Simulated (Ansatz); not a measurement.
**Ansatz (a quantum-chemistry and plane-wave program) run on a (110) slab of Bi (cut from a parent of space group no. 229; 4 atoms in the cell): self-consistent single point**

Method: PBEsol, default PAW files made with PBE (plane waves; Ansatz).

Input:

Ansatz 0.2 input:
```yaml
crystal:
  lattice:
    - [3.442233, 0.000000, 0.000000]
    - [-4.589644, 3.245368, 0.000000]
    - [0.000000, 0.000000, 22.431722]
  atoms:
    - { symbol: Bi, position: [1.000000, 0.250000, 0.312058] }
    - { symbol: Bi, position: [1.000000, 0.750000, 0.437355] }
    - { symbol: Bi, position: [1.000000, 0.250000, 0.562645] }
    - { symbol: Bi, position: [0.000000, 0.750000, 0.687942] }
basis:
  ecutwfc: 420.0 eV
kpoints:
  mp_grid: { grid: [9, 9, 1] }
hamiltonian:
  xc: pbesol
  pseudopotentials: { kind: paw }
scf:
  occupations: { method: gaussian, width: 0.1 eV }
output:
  forces: true
  eigenvalues: true
  stress: true
```

Output, abridged:

```
WARN ansatz: RAYON_NUM_THREADS=1 ignored (pool sized by the plan → 1); use --threads N
Pseudopotentials: kind: paw
Pseudopotential: Bi, paw, valence charge 15
Crystal: 4 atoms, lattice volume = 250.592 Å³
Basis set: ecut = 420 eV, 4901 PW (Γ), exchange–correlation on 48×80×300 points (8 copies of the dense FFT grid, shifted against one another)
Bands: 36, of which v1, the nominal top of the filled ones, is band 30 counted from 1 (29 counted from 0)
Symmetry: 8 space group operations
Space group: Cmme (ITA 67), of the structure as read, at distance tolerance 6.3e-5 Å
k-points: 25 of 81
PAW frozen core: Bi, regenerated for the run's functional, and the local potential with it
Initial density: superposition of atomic densities (neutral atoms: chi_scale 0, normalization atom), corrected by the library's trained network
Initial wavefunctions: pseudopotential atomic-orbital guess
Eigensolver: davidson
Functional: x = pbesol(κ = 0.804, μ = 0.12345679012345678), c = pbesol(β = 0.046)
SCF iter   1: F=—  HF=-48967.002345 eV  |F-HF|=—  |Δ(HF+E_count)|=         —  Δρ=1.51e-3  dr2=2.53e-2  ethr=1.77e-3  ⟨swp⟩=9.2  Hψ=4379  notcnv=0
all-band conjugate gradients solve this SCF's bands
preconditioner: auto → LDOS
SCF iter   2: F=—  HF=-48967.000559 eV  |F-HF|=—  |Δ(HF+E_count)|=   1.79e-3  Δρ=6.95e-4  dr2=3.25e-3  ethr=4.21e-5  ⟨swp⟩=3.0  Hψ=1914  notcnv=0  defer=3
SCF iter   3: F=—  HF=-48967.000192 eV  |F-HF|=—  |Δ(HF+E_count)|=   3.67e-4  Δρ=2.90e-4  dr2=4.42e-4  ethr=5.42e-6  ⟨swp⟩=2.0  Hψ=1454  notcnv=0  defer=3
SCF iter   4: F=—  HF=-48967.000108 eV  |F-HF|=—  |Δ(HF+E_count)|=   8.39e-5  Δρ=5.41e-5  dr2=2.28e-5  ethr=7.37e-7  ⟨swp⟩=2.0  Hψ=1408  notcnv=0  defer=3
SCF iter   5: F=—  HF=-48967.000125 eV  |F-HF|=—  |Δ(HF+E_count)|=   1.65e-5  Δρ=1.96e-5  dr2=1.56e-6  ethr=3.80e-8  ⟨swp⟩=2.9  Hψ=1592  notcnv=0  defer=3
SCF iter   6: F=—  HF=-48967.000124 eV  |F-HF|=—  |Δ(HF+E_count)|=   1.10e-7  Δρ=4.66e-6  dr2=1.50e-7  ethr=2.60e-9  ⟨swp⟩=2.1  Hψ=1521  notcnv=0  defer=3
SCF iter   7: F=-48967.000124 eV  HF=-48967.000124 eV  |F-HF|=1.31e-8  |Δ(HF+E_count)|=   8.40e-9  Δρ=1.79e-6  dr2=1.86e-8  ethr=1.67e-10  ⟨swp⟩=9.4  Hψ=4341  notcnv=0
SCF 1 converged in 7 iterations: F = -48967.000124 eV  dr2 = 1.86e-8
SCF converged after 7 iterations
Free energy (F): -48967.000124 eV
Harris-Foulkes:  -48967.000124 eV  (|F-HF|=1.31e-8)
Internal energy: -48966.986367 eV  (E = F + TS)
E sigma→0 (E₀):  -48966.993246 eV
Entropy (-TS):   -0.013757 eV (-3.439 meV/atom)
Fermi energy:    3.573416 eV
--- Per-component energies (eV) ---
  E_band       = -809.309688
  E_kinetic    = 1205.913987
  E_local      = -34014.058227  (includes V_loc(G=0)·N_el)
  E_nonlocal   = 2247.363508
  E_hartree    = 15737.073802
  E_xc         = -598.909984
  E_vxc        = -573.573540  (∫ρ·V_xc dr)
  E_paw        = -42037.826426  (= ΣΔE_a)
  E_vpaw       = -1149.122673  (= ΣTr[D̂ρ^β])
  E_aug_tail   = -0.001857  (compensation charges beyond the density's cutoff)
  E_ewald      = 8493.099822
  E_core_change = 0.359009  (= ΣΔE_core)
  E_smearing   = -0.013757  (= −TS)
  E_closure    = 0.000000  (closes the sum)
  Σ components = -48967.000124   (vs F -48967.000124, Δ=0.00e0)
--- Forces (eV/Å), atoms counted from 1 ---
  atom   1  Bi    -0.00000000    -0.00000000     0.41136627
  atom   2  Bi     0.00000000     0.00000000    -0.37766046
  atom   3  Bi    -0.00000000     0.00000000     0.37766046
  atom   4  Bi     0.00000000     0.00000000    -0.41136627
  max |Σ_I F_I| component: 5.55e-17 eV/Å
--- Stress (GPa, compression-positive) ---
       -2.305098       0.004513       0.000000
        0.004513      -2.301907       0.000000
        0.000000       0.000000      -1.539192
  P = ⅓ Tr σ = -2.0487 GPa (-20.487 kbar)
  The stress holds the Pulay correction. Without it, at fixed plane waves, as pw.x and ABINIT print it: P = -2.0628 GPa
--- Band table (eV; the first three rows and the last of 25) ---
  k-point 0: bands = ["-19.4037", "-19.3845", "-19.3539", "-19.3382", "-19.3293", "-19.3001", "-19.2999", "-19.2721", "-19.2641", "-19.2459", "-19.2422", "-19.2418", "-19.2293", "-19.2284", "-19.1658", "-19.1656", "-19.1477", "-19.1477", "-19.1421", [...]
  k-point 1: bands = ["-19.3938", "-19.3776", "-19.3472", "-19.3414", "-19.3207", "-19.2919", "-19.2912", "-19.2687", "-19.2656", "-19.2486", "-19.2455", "-19.2449", "-19.2216", "-19.2173", "-19.1660", "-19.1657", "-19.1525", "-19.1517", "-19.1434", [...]
  k-point 2: bands = ["-19.3819", "-19.3783", "-19.3416", "-19.3197", "-19.2983", "-19.2867", "-19.2854", "-19.2671", "-19.2586", "-19.2517", "-19.2506", "-19.2376", "-19.1912", "-19.1867", "-19.1674", "-19.1649", "-19.1642", "-19.1639", "-19.1435", [...]
  k-point 24: bands = ["-19.3643", "-19.3611", "-19.3493", "-19.3389", "-19.2915", "-19.2747", "-19.2707", "-19.2551", "-19.2219", "-19.2054", "-19.2051", "-19.1998", "-19.1882", "-19.1783", "-19.1672", "-19.1473", "-19.1290", "-19.1259", [...]
```

The run converged in 7 iterations.

The starting cell comes from a database of computed structures (which also holds hypothetical and non-ambient phases and stackings), without a prior relaxation at this level. The slab is cut from that crystal, and its faces are unrelaxed. Its lattice was rescaled by up to half a per cent. Spin-orbit coupling is off.
